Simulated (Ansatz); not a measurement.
For TiC2 (model structure, P-3m1, No. 164, 3 atoms in the cell), LDA (Ansatz, a program for electronic structure, plane waves, PAW) gives:

lattice constant a: 2.581 Å
c axis length: 4.069 Å
bulk modulus B0: 248 GPa
cohesive energy: 7.82 eV/atom

Question: What does r²SCAN (plane waves, PAW; Ansatz) give for the same quantities?

Answer: 
- lattice constant a: 2.607 Å (rises by 1.0 %)
- lattice parameter c: 4.179 Å (rises by 2.7 %)
- bulk modulus: 235 GPa (decreases by 5.2 %)
- cohesive energy: 6.20 eV/atom (drops by 1.62 eV/atom)

Changes are worked out from the printed values.

Unless a cell is named, each level is at its own relaxed cell (LDA 7.82, r²SCAN 8.20 Å³/atom).

Caveats: the bulk modulus is −V dP/dV from two relaxed cells at ±2 % in volume (LDA, r²SCAN). Ansatz's density-functional and Hartree–Fock values are scalar-relativistic unless marked +SOC, with PAW data made under PBE.

A model structure was made by putting elements into a prototype or built by hand; it is no filed structure, need not be a known phase, and can be a saddle point held by its symmetry.
